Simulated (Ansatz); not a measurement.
The starting structures come from a database of crystals and need not be the phases stable at ambient conditions.

 Where the default PAW files enter, the runs use the earlier of Ansatz's two default sets.

By PBEsol, the system below comes out a metal.

Given:

```yaml
crystal:
  lattice:
    - [7.89162, 0.00000, 0.00000]
    - [1.70049, 7.70623, 0.00000]
    - [1.70049, 1.36616, 2.94305]
  atoms:
    - { symbol: Hf, position: [0.32677, 0.17323, 0.00000] }
    - { symbol: Hf, position: [0.67323, 0.82677, 0.00000] }
    - { symbol: Hf, position: [0.82677, 0.32677, 0.34646] }
    - { symbol: Hf, position: [0.17323, 0.67323, 0.65354] }
    - { symbol: Hf, position: [0.50000, 0.50000, 0.00000] }
    - { symbol: Hf, position: [0.00000, 0.00000, 0.00000] }
    - { symbol: Si, position: [0.37640, 0.87640, 0.74720] }
    - { symbol: Si, position: [0.62360, 0.12360, 0.25280] }
    - { symbol: Si, position: [0.12360, 0.37640, 0.50000] }
    - { symbol: Si, position: [0.87640, 0.62360, 0.50000] }
```

Space group of this cell: P4/mbm. The cell is taken as given; by PBEsol its mean pressure is -2.6 GPa.

The current flows along the normal of the first two printed cell vectors, the (111) plane of the conventional cell. No spin-orbit coupling; the value is a mean over 0.1 eV about the Fermi level.

**Question.** State the ballistic conductance per area according to PBEsol (Ansatz, a first-principles code).

**Answer.** 0.58 × 10¹⁵ S/m² for both spins.
